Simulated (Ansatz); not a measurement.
The starting structures come from a database of crystals and need not be the phases stable at ambient conditions.

## Evanescent states of BiIrS (P2_13, not sure to be the ambient phase, 12 atoms a cell, 20.0 Å³ an atom, -5 GPa at this level) along the normal of (111)

Computed with PBEsol (plane waves, PAW; Ansatz, a first-principles code).

The gap is the functional's own. No spin-orbit coupling. Mid-gap values are interpolated on the energy grid.

Energies count from the valence-band top; κ is the least over a 6×6 mesh across the current.

```tsv
E (eV)	κ (1/Å)	where
0.03	0.039	off Γ
0.07	0.078	off Γ
0.12	0.101	off Γ
0.17	0.119	off Γ
0.23	0.124	Γ
0.28	0.120	Γ
0.33	0.114	Γ
0.38	0.108	Γ
0.42	0.101	Γ
0.47	0.094	Γ
0.53	0.085	Γ
0.57	0.068	Γ
0.62	0.044	Γ
```

Question: How thick must the barrier be to attenuate the transmission by 10^6 when the electrodes' Fermi level lies at 0.07 eV, and what attenuation does that film give at 0.62 eV?

Answer: d = 6 ln 10 / (2 × 0.078) = 88.6 Å. At 0.62 eV it gives 6 × 0.044/0.078 = 3.4 decades.
